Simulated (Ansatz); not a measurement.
By hand: formation energy of N_i in Rh (fcc, Fm-3m)

Consider the formation energy of N_i in Rh (fcc, Fm-3m). Reaction: 64 Rh (fcc) + 1/2 N2 (gas) → cell A.

A: a supercell of 64 sites of Rh (fcc, Fm-3m) with N off the lattice sites (6 Rh at 2.01 Å); spin state with PBE: run without spin.

Method: Ansatz (an electronic-structure program), PAW, neutral cells at 0 K with nuclei at rest, on structures from PBE. Ansatz runs with its default PAW set. Other levels take these structures. The lattices are those relaxed with PBE, so at other levels the solids can be strained, which adds to the spread. Larger cells are relaxed from a start prepared with the learned potential CHGNet, on a coarser mesh till forces fall under 0.03 eV/Å, which some starts already meet. A dispersion term (D3(BJ), or D4 for r2SCAN) was computed beside these levels and is taken off wherever the name lacks it. No Hubbard U is applied. Mesh and cell size may move defect energies by 0.1 eV or more. Cell A has symmetry Fm-3m within 0.02 Å and got no random move, so less symmetric positions, which may lie lower, weren't tried.

Total energies of the cells in eV, at zero smearing width. They compare only within one column; the weights balance every element.

| cell | atoms | weight | PBE | RPBE |
|---|---|---|---|---|
| A: Rh:N_i | 65 | +1 | -410167.16059 | -410647.18635 |
| Rh (fcc) | 64 | −1 | -409784.88834 | -410263.67172 |
| N2 (gas) | 2 | −1/2 | -768.02626 | -771.50821 |

PBE: (-410167.16059) − (-409784.88834) − 1/2 × (-768.02626) = 1.741 eV.

RPBE: (-410647.18635) − (-410263.67172) − 1/2 × (-771.50821) = 2.239 eV.
